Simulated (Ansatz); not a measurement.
Functionals compared on the (11-23) surface of hcp Ru in its 1x1 cell, outermost plane spacing 0.49 Å in the ideal cut, in Ansatz (plane waves, PAW). The structure was relaxed with PBE; the other rows are single points on it, each with its references at the same level. Cutoff 420 eV (500 eV for r2SCAN).

Set-up: 21 atoms, 9.9 Å thick at the start (thin: gaps and levels are the slab's own); mesh 9x7x1; 0.1 eV smearing; dipole correction on; all atoms relaxed; held to the start's symmetry, so lower structures may exist; no spin, no spin-orbit, no U. These notes are the PBE run's.

| functional | surface energy (J/m²) | work function of the top face (eV) | rough cost of the single point |
|---|---|---|---|
| PBE | 3.26 | 4.43 | – |
| LDA | 3.92 | 4.78 | around 7 core-minutes (rough) |
| PBEsol | 3.73 | 4.53 | around 7 core-minutes (rough) |
| RPBE | 2.99 | 4.26 | around 6 core-minutes (rough) |
| r2SCAN | 3.51 | 4.41 | roughly 11 core-minutes |

Ansatz is a first-principles code.
